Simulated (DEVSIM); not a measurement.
Device: Cr/HfO2/n-Ge capacitor, at 250 K.

| layer (left to right) | material | thickness (nm) | Nd (cm⁻³) |
|---|---|---|---|
| 1 | HfO2 | 2.60 | - |
| 2 | Ge | 4300 | 1.9e16 |

Metal gate on the left, work function 4.5 eV. Fixed charge at the semiconductor interface 5.8e11 cm⁻² (in units of +e); no interface traps.

The device is made up for the run: typed textbook-type constants, with dimensions and the other settings drawn at random. Values at 300 K; Nc and Nv go as T^1.5, mobilities as T to minus their exponent, the gap by Varshni's rule with the affinity fixed.

```tsv
parameter	HfO2	Ge
gap (eV)	5.7	0.664
affinity (eV)	2.5	4
permittivity	22	16
Nc (cm⁻³)	-	1.04e19
Nv (cm⁻³)	-	6e18
Varshni α (eV/K)	-	0.000477
Varshni β (K)	-	235
```

Model (solved in DEVSIM): 1D Poisson equation in equilibrium, Boltzmann statistics, complete ionisation; no quantum confinement or tunnelling. Metal contacts follow the ideal Schottky-Mott rule: no Fermi-level pinning, no interface dipoles.

Q: Tabulate band edges, carrier densities and field at 0.1 V on the gate.

A: Energies count from the Fermi level of the right contact; mesh points crowd at the junctions.

```
x (μm)     Ec (eV)  Ev (eV)  n (cm⁻³)  p (cm⁻³)  field (V/cm)
---------  -------  -------  --------  --------  ------------
0.000        1.900   -3.800     < 1e2     < 1e2        -71000
0.0009049    1.894   -3.806     < 1e2     < 1e2        -71000
0.001813     1.887   -3.813     < 1e2     < 1e2        -71000
0.002724     0.381   -0.302    1.6e11    3.8e12        -31000
0.004872     0.375   -0.308    2.2e11    2.8e12        -31000
0.008672     0.363   -0.320    3.8e11    1.6e12        -30000
0.01668      0.339   -0.343    1.1e12    5.5e11        -28000
0.04356      0.271   -0.412    2.7e13    2.3e10        -23000
0.09020      0.188   -0.494    1.3e15     4.9e8        -13000
0.1885       0.134   -0.549    1.6e16     3.9e7         -1200
0.4092       0.130   -0.553    1.9e16     3.3e7           ≈ 0
1.091        0.130   -0.553    1.9e16     3.3e7           ≈ 0
2.224        0.130   -0.553    1.9e16     3.3e7           ≈ 0
3.317        0.130   -0.553    1.9e16     3.3e7           ≈ 0
3.947        0.130   -0.553    1.9e16     3.3e7           ≈ 0
4.134        0.130   -0.553    1.9e16     3.3e7           ≈ 0
4.223        0.130   -0.553    1.9e16     3.3e7           ≈ 0
4.267        0.130   -0.553    1.9e16     3.3e7           ≈ 0
4.290        0.130   -0.553    1.9e16     3.3e7           ≈ 0
4.297        0.130   -0.553    1.9e16     3.3e7           ≈ 0
4.301        0.130   -0.553    1.9e16     3.3e7           ≈ 0
4.303        0.130   -0.553    1.9e16     3.3e7           ≈ 0
```
